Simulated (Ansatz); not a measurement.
Given:

```
GaP
1.0
    0.00000     2.72572     2.72572
    2.72572     0.00000     2.72572
    2.72572     2.72572     0.00000
Ga P
1 1
Direct
  0.00000   0.00000   0.00000
  0.25000   0.25000   0.25000
```

All values below come from r2SCAN with spin-orbit coupling, rigid bands (plane waves, PAW; Ansatz, an electronic-structure program). Cell: cell and atoms relaxed with r2SCAN.

Predict the hole conductivity mass (n e² τ/σ) at 300 K, by direction if it differs.

0.48 mₑ.

Predict the electron conductivity mass (n e² τ/σ) at 300 K, by direction if it differs.

0.34 mₑ.

And the band gap?

1.82 eV at this level; semilocal functionals usually fall short of the measured gap.

Rigid bands, one relaxation time for all states, no polarons.
